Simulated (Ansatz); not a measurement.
The reference is PdGe in the rock salt structure (space group Fm-3m, No. 225; a = 5.166 Å; a hypothetical phase, not in the database extracts checked).

The other end (x = 1) is SnPd in the rock salt structure (space group Fm-3m, No. 225; a hypothetical phase, not in the database extracts checked): 20.70 Å³/atom, gap zero; this end may not be an ambient phase.

Level of theory: r2SCAN in Ansatz (plane waves to 500 eV, PAW, no spin-orbit coupling).

Sn replaces a fraction x of Ge; each row is one arrangement (x, atoms in the cell, starting space group or random), fully relaxed.

One change was made to it. Results:

```json
[
 {"quantity": "mixing energy (to 0.01 eV only: unlike meshes or grids) (against an end that may be hypothetical)", "base": "–", "after": "-0.04 eV/atom"},
 {"quantity": "shortest interatomic distance", "base": "2.583 Å", "after": "2.472 Å"},
 {"quantity": "deviation of the volume from the linear (Vegard-type) interpolation", "base": "–", "after": "-1.5 %"}
]
```

**Question.** Name the change that was made.
A) x(Sn) = 0.5, 4 atoms, R-3m
B) x(Sn) = 0.75, 8 atoms, I4/mmm
C) x(Sn) = 0.75, 8 atoms, Cmmm

**Answer.** C, x(Sn) = 0.75, 8 atoms, Cmmm. For comparison, the mixing energy in the other runs: x(Sn) = 0.5, 4 atoms, R-3m gives -0.09 eV/atom; x(Sn) = 0.75, 8 atoms, I4/mmm gives +0.01 eV/atom.

These are small ordered cells, not random alloys; other orderings at the same x differ. No phonon test of stability was made. All final runs are without spin polarisation. Under x(Sn) = 0.75, 8 atoms, Cmmm and x(Sn) = 0.5, 4 atoms, R-3m the cell changed shape so far that it is another structure.

Ansatz is an electronic-structure program.
